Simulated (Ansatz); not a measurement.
Short convergence ladders for NiPbF6 (R3, 8 atoms in the cell)

```yaml
crystal:
  lattice:
    - [2.52701, 1.45897, 4.70520]
    - [-2.52701, 1.45897, 4.70520]
    - [0.00000, -2.91794, 4.70520]
  atoms:
    - { symbol: Ni, position: [0.00354, 0.00354, 0.00354], spin: 2.0 }
    - { symbol: Pb, position: [0.50000, 0.50000, 0.50000] }
    - { symbol: F, position: [0.39328, 0.08912, 0.76111] }
    - { symbol: F, position: [0.60672, 0.91088, 0.23889] }
    - { symbol: F, position: [0.76111, 0.39328, 0.08912] }
    - { symbol: F, position: [0.23889, 0.60672, 0.91088] }
    - { symbol: F, position: [0.08912, 0.76111, 0.39328] }
    - { symbol: F, position: [0.91088, 0.23889, 0.60672] }
```
(The spins are starting values, not results.)

Base method: PBEsol, default PAW files made with PBE (plane waves; Ansatz, a program for electronic structure).

Base settings: basis.ecutwfc = 30.9 Ry; kpoints.mp_grid.grid = 3 3 3; hamiltonian.xc = pbesol; hamiltonian.pseudopotentials = {kind: paw} (the program's default PAW files); magnetization.spin_polarized = true; scf.occupations.method = fermi_dirac; scf.occupations.width = 0.0037 Ry.

The count of work is k-points × plane waves × bands × iterations; it is no time. Core times come from one kind of shared machine, to one figure; runs under 30 s give none.

**The cutoff for other potential files**

Level: DFT, PBEsol, plane waves, harder PAW files (source: ansatz) made with PBE.

In this ladder: hamiltonian.pseudopotentials = {kind: paw, source: ansatz}.

The second cell is the first with its lattice scaled by 0.98.

The mesh stays at the base's, so the ladder's end is converged at best in this setting alone.

The first pressure column holds Ansatz's estimate of the finite-basis (Pulay) stress, which hides part of the cutoff error; the other is without it.

Only quantities that move along the ladder and can be compared are tabulated.

| basis.ecutwfc | free energy less the last step's (meV/atom) | energy of the compressed cell less the first (meV/atom) | pressure (GPa) | pressure without the Pulay estimate (GPa) | largest difference of a force vector from the last step's (eV/Å) | count of work / last | core time / last (rough) |
|---|---|---|---|---|---|---|---|
| 34.5 Ry | 2867.32 | 34.54 | 3.64 | -141.65 | 0.456 | 0.11 | – |
| 42.6 Ry | 659.27 | 28.47 | 2.21 | -40.25 | 0.067 | 0.15 | – |
| 54 Ry | 68.81 | 32.67 | 2.72 | -3.79 | 0.005 | 0.19 | – |
| 65.4 Ry | 4.84 | 31.70 | 2.68 | 2.01 | 0.001 | 0.26 | – |
| 77.2 Ry | 0.42 | 31.77 | 2.68 | 2.66 | 0.000 | 0.36 | 0.4 |
| 92.6 Ry | 0.24 | 31.76 | 2.68 | 2.67 | 0.000 | 0.47 | 0.5 |
| 115.8 Ry | 0.12 | 31.75 | 2.68 | 2.67 | 0.000 | 0.65 | 0.7 |
| 154.3 Ry | 0.00 | 31.75 | 2.68 | 2.68 | 0.000 | 1.0 | 1 |

Coarsest basis.ecutwfc that holds the free energy within 2 meV/atom of the last step, with all finer ones: 77.2 Ry, at 0.36 of the last step's count of work and about 0.4 of the last step's time; the step before is off by 4.8 meV/atom.

Coarsest basis.ecutwfc that holds the energy of the compressed cell less the first within 1 meV/atom of the last step, with all finer ones: 54 Ry, at 0.19 of the last step's count of work; the step before is off by 3.3 meV/atom.

Coarsest basis.ecutwfc that holds the forces within 0.01 eV/Å of the last step, with all finer ones: 54 Ry, at 0.19 of the last step's count of work; the step before is off by 0.067 eV/Å.

The energy difference between the two cells stays within 1 meV/atom of the last step's from 54 Ry on, the total only from 77.2 Ry on: much of the error is common to both cells and cancels.

At the lowest cutoff the pressure without the Pulay estimate lies 144 GPa under the last step's, the usual sign of Pulay stress in an incomplete plane-wave basis.

**The density cutoff**

The second cell is the first with its lattice scaled by 0.98.

The mesh stays at the base's, so the ladder's end is converged at best in this setting alone.

Only quantities that move along the ladder and can be compared are tabulated.

```csv
basis.ecutrho_ratio,free energy less the last step's (meV/atom),energy of the compressed cell less the first (meV/atom),pressure (GPa),largest difference of a force vector from the last step's (eV/Å)
2,-6.61,33.45,3.66,0.015
3,0.12,31.67,2.63,0.000
4,0.00,31.68,2.65,0.000
5,0.00,31.68,2.65,0.000
6,0.00,31.68,2.65,0.000
8,0.00,31.68,2.65,0.000
10,0.00,31.68,2.65,0.000
12,0.00,31.68,2.65,0.000
16,0.00,31.68,2.65,0.000
```

Coarsest basis.ecutrho_ratio that holds the free energy within 2 meV/atom of the last step, with all finer ones: 3; the step before is off by 6.6 meV/atom.

Coarsest basis.ecutrho_ratio that holds the pressure within 0.05 GPa of the last step, with all finer ones: 3; the step before is off by 1.0 GPa.

Coarsest basis.ecutrho_ratio that holds the forces within 0.01 eV/Å of the last step, with all finer ones: 3; the step before is off by 0.015 eV/Å.

**The relaxed cell against the cutoff**

On NiPbF₆ (R-3, 8 atoms in the cell): atoms on their sites.

In this ladder: relax = cell and atoms.

The mesh stays at the base's, so the ladder's end is converged at best in this setting alone.

Only quantities that move along the ladder and can be compared are tabulated.

```tsv
basis.ecutwfc	relaxed volume (Å³/atom)	relaxation steps	core time / last (rough)
21.7 Ry	13.678	60	2
26.1 Ry	13.608	28	1
30.9 Ry	13.620	12	0.7
37.1 Ry	13.636	8	0.5
46.3 Ry	13.631	8	0.7
61.7 Ry	13.632	8	1
```

Coarsest basis.ecutwfc that holds the relaxed volume within 0.014 Å³/atom of the last step, with all finer ones: 30.9 Ry; the step before is off by 0.025 Å³/atom.

At the lowest cutoff the cell relaxes to a volume 0.3 % larger than at the highest. Ansatz relaxes on a stress corrected for the finite basis.

On the base run: the starting cell comes from a database of computed structures (which also holds hypothetical and non-ambient phases and stackings), without a prior relaxation at this level. Its lattice was rescaled by up to half a per cent. One atom was moved a little off its site on purpose. With one magnetic atom in the cell only a parallel order is possible.

Left out of this page: 1 run of the series failed or unconverged; 1 run of the series stopped by limits of time or memory.

Keys are those of Ansatz 0.2.
